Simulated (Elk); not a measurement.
**Elk run on Cs (Im-3m, 1 atom in the cell): self-consistent single point**

Method: PBEsol, all-electron FP-LAPW, Elk's shipped species files, APW+lo basis with extra local orbitals (Elk).

Input as run:

```
tasks
  0

xctype
  22

rgkmax
  7.5

gmaxvr
  14.0

nxlo
  2

lorbcnd
  .true.

lmaxi
  2

swidth
  0.00367493

maxscl
  100

avec
   -5.7348463567    5.7348463567    5.7348463567
    5.7348463567   -5.7348463567    5.7348463567
    5.7348463567    5.7348463567   -5.7348463567

sppath
  './'

atoms
  1
  'Cs.in'
  1
  0.0000000000  0.0000000000  0.0000000000    0.0 0.0 0.0

ngridk
  7 7 7
```

Output (repeated stretches shortened):

```
│ Elk code version 10.2.4 │

All units are atomic (Hartree, Bohr, etc.)

│ Ground-state run starting from atomic densities │

Lattice vectors :
  -5.734846357       5.734846357       5.734846357
   5.734846357      -5.734846357       5.734846357
   5.734846357       5.734846357      -5.734846357

Unit cell volume      :    754.4411228
Brillouin zone volume :   0.3287867084

Muffin-tin inner radius fraction :   0.1000000000E-01

Nuclei treated as point charges

Species :    1 (Cs)
 parameters loaded from : Cs.in
 name : caesium
 nuclear charge    :   -55.00000000
 electronic charge :    55.00000000
 atomic mass :    242271.8144
 muffin-tin radius :    2.800000000
 number of radial points in muffin-tin :    697
 atomic positions (lattice), magnetic fields (Cartesian) :
   1 :   0.00000000  0.00000000  0.00000000    0.00000000  0.00000000  0.00000000

Total number of atoms per unit cell :    1

Spin treatment :
 spin-unpolarised

Number of Bravais lattice symmetries :   48
Number of crystal symmetries         :   48
Crystal has inversion symmetry
Real symmetric eigensolver will be used

k-point grid :      7     7     7
k-point offset :    0.000000000       0.000000000       0.000000000
k-point set is reduced with full crystal symmetry group
Total number of k-points :       20

Muffin-tin radius times maximum |G+k| :    7.500000000
 using average radius
Maximum |G+k| for APW functions       :    2.678571429
Maximum (1/2)|G+k|²                   :    3.587372449
Maximum |G| for potential and density :    14.00000000
 potential will be trimmed for |G| > 2 gkmax
Constant for pseudocharge density :   10
Radial integration step length :    4

G-vector grid sizes :     45    45    45
Number of G-vectors :    34905

Maximum angular momentum used for
 APW functions                      :    8
 outer part of muffin-tin           :    6
 inner part of muffin-tin           :    2

Total nuclear charge    :   -55.00000000
Total core charge       :    36.00000000
Total valence charge    :    19.00000000
Total excess charge     :    0.000000000
Total electronic charge :    55.00000000

Effective Wigner radius, rₛ :    1.484993951

Number of empty states         :    4
Total number of valence states :   14
Total number of core states    :   36

Conduction state local-orbitals added automatically
Total number of local-orbitals :   83

Exchange-correlation functional :     22     0     0
 PBEsol, Phys. Rev. Lett. 100, 136406 (2008)
 gradient requirement :    1
 generalised gradient approximation (GGA)

Smearing type :    3
 Fermi-Dirac
Smearing width :   0.3674930000E-02
Effective electronic temperature (K) :    1160.451112

Mixing type :    3
 Broyden mixing, J. Phys. A: Math. Gen. 17, L317 (1984)

Kohn-Sham potential initialised from atomic data

│ Self-consistent loop started │
│ Loop number : 1 │
 total energy                :     -7787.72380503
│ Loop number : 2 │
 total energy                :     -7787.74106169
RMS change in Kohn-Sham potential (target) :   0.6170983896E-01 (  0.1000000000E-05)
Absolute change in total energy (target)   :   0.1725665748E-01 (  0.1000000000E-03)
│ Loop number : 3 │
 total energy                :     -7787.74852899
RMS change in Kohn-Sham potential (target) :   0.5829287419E-01 (  0.1000000000E-05)
Absolute change in total energy (target)   :   0.1178146875E-01 (  0.1000000000E-03)
│ Loop number : 4 │
 total energy                :     -7787.57767414
RMS change in Kohn-Sham potential (target) :   0.3859190462E-01 (  0.1000000000E-05)
Absolute change in total energy (target)   :   0.1679094796     (  0.1000000000E-03)
│ Loop number : 5 │
 total energy                :     -7787.35581315
RMS change in Kohn-Sham potential (target) :   0.1543987333E-01 (  0.1000000000E-05)
Absolute change in total energy (target)   :   0.2638383640     (  0.1000000000E-03)
│ Loop number : 6 │
 total energy                :     -7787.24922146
RMS change in Kohn-Sham potential (target) :   0.4379550761E-02 (  0.1000000000E-05)
Absolute change in total energy (target)   :   0.1725512757     (  0.1000000000E-03)
│ Loop number : 7 │
 total energy                :     -7787.20741362
RMS change in Kohn-Sham potential (target) :   0.1179081465E-03 (  0.1000000000E-05)
Absolute change in total energy (target)   :   0.8494566589E-01 (  0.1000000000E-03)
│ Loop number : 8 │
 total energy                :     -7787.20491022
RMS change in Kohn-Sham potential (target) :   0.7969631791E-04 (  0.1000000000E-05)
Absolute change in total energy (target)   :   0.2373981045E-01 (  0.1000000000E-03)
│ Loop number : 9 │
 total energy                :     -7787.20104950
RMS change in Kohn-Sham potential (target) :   0.1851246375E-04 (  0.1000000000E-05)
Absolute change in total energy (target)   :   0.9795672538E-02 (  0.1000000000E-03)
│ Loop number : 10 │
 total energy                :     -7787.20040538
RMS change in Kohn-Sham potential (target) :   0.1333445681E-05 (  0.1000000000E-05)
Absolute change in total energy (target)   :   0.3093040064E-02 (  0.1000000000E-03)
│ Loop number : 11 │
 total energy                :     -7787.20039707
RMS change in Kohn-Sham potential (target) :   0.8903331393E-06 (  0.1000000000E-05)
Absolute change in total energy (target)   :   0.7815685676E-03 (  0.1000000000E-03)
│ Loop number : 12 │
 total energy                :     -7787.20041506
RMS change in Kohn-Sham potential (target) :   0.1662119045E-06 (  0.1000000000E-05)
Absolute change in total energy (target)   :   0.1774042148E-03 (  0.1000000000E-03)
│ Loop number : 13 │
 total energy                :     -7787.20042139
RMS change in Kohn-Sham potential (target) :   0.8593438725E-07 (  0.1000000000E-05)
Absolute change in total energy (target)   :   0.3802524316E-04 (  0.1000000000E-03)
Convergence targets achieved

│ Loop number : 14 │

Energies :
 Fermi                       :     0.592250990187E-01
 sum of eigenvalues          :     -4788.67804278
 electron kinetic            :      8291.33867050
 core electron kinetic       :      8052.63831601
 Coulomb                     :     -15888.9717480
 Coulomb potential           :     -12830.7437721
 nuclear-nuclear             :     -444.315106894
 electron-nuclear            :     -18058.5695101
 Hartree                     :      2613.91286900
 Madelung                    :     -9473.59986193
 xc potential                :     -249.272941209
 exchange                    :     -186.228946280
 correlation                 :     -3.33697658708
 electron entropic           :    -0.142174182881E-02
 total energy                :     -7787.20042208

Density of states at Fermi energy :    32.10342119
 (states/Hartree/unit cell)

Estimated indirect band gap :   0.5121719467E-02
 from k-point      4 to k-point     15
Estimated direct band gap   :   0.4267033684E-01
 at k-point      4

Charges :
 core                        :    36.00000000
 valence                     :    19.00000000
 interstitial                :    2.016311647
 muffin-tins (core leakage)
  species :    1 (Cs)
   atom    1                 :    52.98368835     (  0.1241476038E-04)
 total in muffin-tins        :    52.98368835
 total calculated charge     :    54.99809291
 total charge                :    55.00000000
 error                       :   0.1907090861E-02

│ Self-consistent loop stopped │
```

The run converged in 14 iterations. The count includes the last loop, which Elk runs after its targets are met.

The starting cell has typed, rounded lattice constants, without a prior relaxation at this level. Its lattice was rescaled by up to half a per cent. Values depend on the basis (sphere radii, cutoffs, local orbitals), which need not be converged. The log's line on a gap gives a spacing of levels on this mesh, which the program prints for metals too.
